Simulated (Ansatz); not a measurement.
# Hypothetical P6_3/mmc SiSe2, thickness series

The reference is SiSe₂ in the 2H-MoS2 type structure (space group P6_3/mmc, No. 194; a hypothetical phase, not in the database extracts checked; layered, stacked along the Cartesian z axis).

```
CELL_PARAMETERS angstrom
      3.44021     0.00000     0.00000
     -1.72010     2.97931     0.00000
      0.00000     0.00000    11.03354
ATOMIC_POSITIONS crystal
  Si 0.33333 0.66667 0.25000
  Si 0.66667 0.33333 0.75000
  Se 0.33333 0.66667 0.60799
  Se 0.66667 0.33333 0.10799
  Se 0.66667 0.33333 0.39201
  Se 0.33333 0.66667 0.89201
```

Free-standing slabs (3 atom(s) a layer) normal to the stacking axis with 15 Å of vacuum; in-plane cell relaxed.

Method: DFT with PBEsol-D3(BJ), PAW potentials and a 420 eV plane-wave cutoff in Ansatz (an electronic-structure program), no spin-orbit coupling.

Notes on the quantities. layer's space group: with vacuum; excess energy per area of both faces: slab less bulk energy over the cell's area: twice a surface energy; uncertain by up to 0.1 J/m².

| change | layer's space group | excess energy per area of both faces | shortest interatomic distance |
|---|---|---|---|
| base | – | – | 2.530 Å |
| 1 layer | P-6m2 (No. 187) | 0.89 J/m² | 2.503 Å |
| 2 layers | P-3m1 (No. 164) | 0.7 J/m² | 2.497 Å |
| 3 layers | P-6m2 (No. 187) | 0.9 J/m² | 2.504 Å |

The excess energy carries the mismatch between the slab's and the bulk's meshes. Stability against distortions was not tested. All final runs are without spin polarisation.
